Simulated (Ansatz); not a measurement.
The structure below was relaxed with Ansatz (a quantum-chemistry and plane-wave program), PBE, PAW, cutoff 420 eV, without spin-orbit coupling, at pressure 9 GPa.

```
CELL_PARAMETERS angstrom
     -1.59270     1.59270     3.89123
      1.59270    -1.59270     3.89123
      1.59270     1.59270    -3.89123
ATOMIC_POSITIONS crystal
  Si 0.66604 0.66604 0.00000
  Si 0.33396 0.33396 0.00000
  W  0.00000 0.00000 0.00000
```

Problem. Find the space group and the Wyckoff positions.

Solution. Space group I4/mmm (No. 139); a = 3.1854 Å, b = 3.1854 Å, c = 7.7825 Å, α = 90.00°, β = 90.00°, γ = 90.00°

| atom | site | symmetry | x | y | z |
|---|---|---|---|---|---|
| Si | 4e | 4mm | 0.0000 | 0.0000 | 0.3340 |
| W | 2a | 4/mmm | 0.0000 | 0.0000 | 0.0000 |

Load acts through the strain it causes; cell and atoms are relaxed under it. Whether these cells are dynamically stable was not tested. No other phases were tried under pressure. The final runs are not spin-polarised. The cell was made from WSi₂ (space group I4/mmm, No. 139) by this change: pressure 9 GPa.
